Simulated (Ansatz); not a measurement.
# MoS2 in the 2H-MoS2 type structure (space group P6_3/mmc, No. 194; layered, stacked along the Cartesian z axis)

```xyz
6
Lattice="3.1494 0.0000 0.0000 -1.5747 2.7275 0.0000 0.0000 0.0000 12.0915" Properties=species:S:1:pos:R:3 pbc="T T T"
Mo     0.0000     1.8183     3.0229
Mo     1.5747     0.9092     9.0686
S      0.0000     1.8183     7.5028
S      1.5747     0.9092     1.4571
S      1.5747     0.9092     4.5887
S      0.0000     1.8183    10.6344
```

All numbers come from Ansatz (an electronic-structure program) PBE-D3(BJ), without spin-orbit coupling, earlier PAW set. Γ-centred 12×12×3 mesh, Fermi–Dirac width 0.05 eV.

The volume per atom is 17.31 Å³. The density is 5.12 g/cm³ and the band gap is 0.78 eV, indirect, Γ → K–Γ (44 % along). The hole mass comes out as 1.0 mₑ along c, 0.61 mₑ across and the total energy is -2254.695 eV/atom (σ→0; compares only within this code and set-up).

Masses are band curvatures over ±0.01 Å⁻¹ around the edge. Whether these cells are dynamically stable was not tested.
